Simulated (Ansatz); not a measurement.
Band structure of LiAg₃ (Pm-3m, 4 atoms in the cell).

```yaml
crystal:
  lattice:
    - [4.03340, 0.00000, 0.00000]
    - [0.00000, 4.03340, 0.00000]
    - [0.00000, 0.00000, 4.03340]
  atoms:
    - { symbol: Li, position: [0.00000, 0.00000, 0.00000] }
    - { symbol: Ag, position: [0.00000, 0.50000, 0.50000] }
    - { symbol: Ag, position: [0.50000, 0.00000, 0.50000] }
    - { symbol: Ag, position: [0.50000, 0.50000, 0.00000] }
```

Method of the run: PBEsol, PAW files made with PBE (plane waves; Ansatz, a first-principles code).

Settings: basis.ecutwfc = 420 eV; kpoints.mp_grid.grid = 8 8 8; hamiltonian.xc = pbesol; hamiltonian.pseudopotentials = {kind: paw} (the program's default PAW files); scf.occupations.method = fermi_dirac; scf.occupations.width = 0.05 eV; kpoints.band_path.npoints = 8.

The starting cell comes from a database of computed structures (which also holds hypothetical and non-ambient phases and stackings), without a prior relaxation at this level. Its lattice was rescaled by a random factor within 2.5 % of one.

Levels in eV from the Fermi level, bands 27 to 34:
```csv
point,27,28,29,30,31,32,33,34
Γ,-2.63,-2.63,-2.63,1.69,1.69,1.69,6.16,6.16
X,-3.68,-3.42,-3.29,-2.63,5.36,5.36,5.80,5.80
M,-3.70,-3.63,-2.03,-0.35,-0.35,0.03,8.29,8.35
R,-2.86,-2.86,-0.37,-0.27,-0.27,-0.27,3.08,3.08
```

Bands cross the Fermi level along this path, so the cell is metallic at this level.

Keys are those of Ansatz 0.2.
